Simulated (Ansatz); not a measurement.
Consider AlN in the wurtzite structure (space group P6_3mc, No. 186; a = 3.1138 Å, c = 4.9836 Å).

One thing is altered: every Al is replaced by Ga; the structure is relaxed again.

Levels (all Ansatz, a program for electronic structure, PAW): PBEsol (420 eV, spin-orbit coupling left out); PBEsol+SOC (420 eV, with spin-orbit coupling).

The geometry is relaxed with PBEsol.

| Item | Result |
|---|---|
| PBEsol valence-band top at Γ | 0.00, 0.00, -0.04 eV |
| PBEsol band gap | 1.88 eV |
| PBEsol gap character | direct at Γ |

Q: Predict the valence-band top at Γ, band gap and gap character from PBEsol+SOC.

A: The valence-band top at Γ (three highest Kramers pairs, from the VBM) goes from 0.00, 0.00, -0.04 eV to 0.00, -0.01, -0.05 eV; the band gap stays essentially unchanged (1.88 eV against 1.87 eV); the gap character stays direct at Γ.

Single points use the geometry relaxed with PBEsol. Differences between runs with and without spin-orbit coupling are approximate. Whether these cells are dynamically stable was not tested.
